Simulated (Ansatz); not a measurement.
InP: band gap against strain

InP (zinc blende, F-43m, 25.763 Å³/atom at rest) under an equal strain ε in the (001) plane with the normal axis free, as in a coherent film. r2SCAN in Ansatz, a plane-wave DFT program (PAW, default set), 500 eV, 10×10×10 Γ-centred mesh, Fermi-Dirac smearing 0.05 eV; ions are relaxed within the symmetry of each cell. Gaps are the smallest over the k-mesh and a band path, without spin-orbit coupling; in all rows the valence edge lies at Γ and the conduction edge at Γ.

Here s stands for strain and Eg for gap.

```
strain (%)  gap (eV)
----------  --------
0.00           1.028
0.50           0.968
1.00           0.909
1.50           0.852
3.00               ?
```

Q: Fit Eg against s with a straight line, and predict the withheld value at s = 3.00.

A: Means: s 0.75000, Eg 0.9393. About the means, the sum of products is -0.14675 and the sum of squares of s is 1.2500; the slope is their ratio. Least squares gives Eg = 1.0273 - 0.11740·s. Residuals (row less fit): 0.0007, -0.0006, -0.0009, 0.0008; standard error 0.0011 (degrees of freedom: 2). Over these rows the gap moves by -12 ± 0.10 eV per unit strain. At the withheld row, Eg = 1.0273 - 0.11740 × 3.0 = 0.6751 eV. The calculation gives 0.683 eV, 0.0079 eV above the prediction (2.3 % of the range of Eg in the table). The row lies outside the fitted rows, so this is an extrapolation. From the scatter of the fitted rows alone, a prediction at this place has a standard error of 0.0025 eV, so the miss is 3.2 times that.

One order more, fitted to all 7 runs of the series, follows each within 0.001, so the miss is the next term of a smooth law. Spin-orbit coupling is left out, which can shift this property for InP. Rows are the converged runs of the series near zero and its far end; series whose fitted rows scatter by over a few per cent of the range, as at a crossing or softening among them, aren't shown in this form. Most that stay on the fit to the last digits aren't either.
